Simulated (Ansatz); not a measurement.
## GaSb, pressure series

Base system: GaSb in the zinc blende structure (space group F-43m, No. 216; a = 6.2135 Å).

Cell and atoms are relaxed at each pressure.

Method: PBE/PAW in Ansatz (a quantum-chemistry and plane-wave program), spin-orbit coupling left out.

```
variant           band gap  shortest interatomic distance
----------------  --------  -----------------------------
base                  zero                       269.1 pm
pressure −2 GPa       zero                       273.7 pm
pressure −1 GPa       zero                              …
pressure 1.8 GPa      zero                       265.8 pm
pressure 4.2 GPa   0.26 eV                       262.2 pm
pressure 9 GPa     0.62 eV                       256.5 pm
pressure 18 GPa    0.56 eV                       249.1 pm
pressure 30 GPa    0.35 eV                       242.1 pm
pressure 45 GPa    0.14 eV                       235.8 pm
pressure 60 GPa       zero                       230.9 pm
```

Problem. Complete the table.

Solution. 
- pressure −1 GPa, shortest interatomic distance: 271.2 pm

Spin-orbit coupling, missing from the scalar runs, can matter with Sb. Load acts through the strain it causes; cell and atoms are relaxed under it. Stability against distortions was not tested. Tetrahedral semiconductors of this kind turn to denser phases somewhere between about 1 and 50 GPa; those were not computed, so compressed cells here can lie past the real transition. All final runs are without spin polarisation. The zero or small gap of GaSb can change with the level of theory.
